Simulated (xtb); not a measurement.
xtb 6.7.1, GFN1-xTB: Hf(OEt)(OSiH3)3 (CC[O][Hf]([O][SiH3])([O][SiH3])[O][SiH3]), 24 atoms. The geometry is a generated start, not checked to be a minimum at this level.

```
Property                                                                                                        Value
------------------------  -------------------------------------------------------------------------------------------
method                                                                                                       GFN1-xTB
--acc                                                                                                     1 (default)
--etemp (K)                                                                                             300 (default)
detailed input (--input)  none: ANC optimiser, Lindh (1995) Hessian, microcycle=20, maxdispl=1.0, hlow=0.01 (default)
basis functions                                                                                                    92
valence electrons                                                                                                  62
```

```xyz
24

Hf     1.0151     0.0890     0.0872
O     -0.5502     0.6138     0.9391
C     -1.2737    -0.5510     1.2630
C     -2.7371    -0.2105     1.5463
H     -1.2251    -1.2671     0.4104
H     -0.8267    -1.0251     2.1586
H     -3.1768     0.2604     0.6706
H     -3.2939    -1.1112     1.7907
H     -2.7936     0.4852     2.3795
O      0.4366    -0.4783    -1.6194
Si    -0.6785     0.3190    -2.4577
H     -2.0232     0.0849    -1.8893
H     -0.6357    -0.2454    -3.8073
H     -0.3869     1.7678    -2.4778
O      1.7112    -1.2766     1.2085
Si     1.8495    -2.7007     0.4856
H      0.5105    -3.3127     0.2926
H      2.6515    -3.5376     1.3771
H      2.5168    -2.5456    -0.8386
O      2.3079     1.4610    -0.0962
Si     1.7677     2.9581    -0.3117
H      1.9665     3.3570    -1.7167
H      2.5501     3.8349     0.5679
H      0.3178     3.0310     0.0378
```

Charge 0 and multiplicity 1 are set for this test and not shown to be the ground state.

The structure is relaxed from this start with --opt LEVEL for the levels crude, sloppy, loose, lax, normal, tight, vtight, extreme, once each. Up to the end of the extreme run atoms move by at most 1.8 Å along an axis.

What is the loosest level that ends within 20 meV of the extreme run, and how many cycles does it take?

tight: 125 cycles against 132, ending 0.027 meV above.

| level | cycles | energy above the extreme run (meV) | gradient norm (eV/Å) |
|---|---|---|---|
| crude | 9 | 220 | 0.27 |
| sloppy | 18 | 170 | 0.25 |
| loose | 20 | 170 | 0.17 |
| lax | 78 | 62 | 0.100 |
| normal | 89 | 59 | 0.040 |
| tight | 125 | 0.027 | 0.0097 |
| vtight | 130 | under 0.01 | 0.0021 |
| extreme | 132 | — | 0.0022 |
